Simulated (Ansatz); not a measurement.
The starting structures come from a database of crystals and need not be the phases stable at ambient conditions.

 Where the default PAW files enter, the runs use the earlier of Ansatz's two default sets.

Here is the system:

```
CELL_PARAMETERS angstrom
      6.47448     0.00000     0.00000
      0.00000     6.47448     0.00000
      3.23724    -3.23724     3.86586
ATOMIC_POSITIONS crystal
  Li 0.25000 0.25000 0.50000
  Li 0.75000 0.75000 0.50000
  Ge 0.50000 0.50000 0.00000
  Pb 0.00000 0.00000 0.00000
  S  0.53530 0.86405 0.32875
  S  0.86405 0.13595 0.67125
  S  0.13595 0.46470 0.32875
  S  0.46470 0.53530 0.67125
```

Space group of this cell: I-42m. The cell was relaxed by PBE-D3(BJ); by r2SCAN its mean pressure is 1.1 GPa.

Transport runs along the normal of the first two printed cell vectors, the (001) plane of the conventional cell.

The gap is the functional's own, uncorrected, and κ follows it; spin-orbit coupling is left out. Mid-gap values are interpolated between the computed energies.

Question: Give the band gap and the smallest decay constant κ at mid-gap that r2SCAN run with Ansatz (a program for electronic structure) yields.

Answer: Gap 2.66 eV on a 8×8×8 mesh; κ = 0.272 1/Å, at (0.333, 0.333) of the in-plane reciprocal vectors. At the zone centre, at the nearest computed energy, the slowest state has κ = 0.28 1/Å.
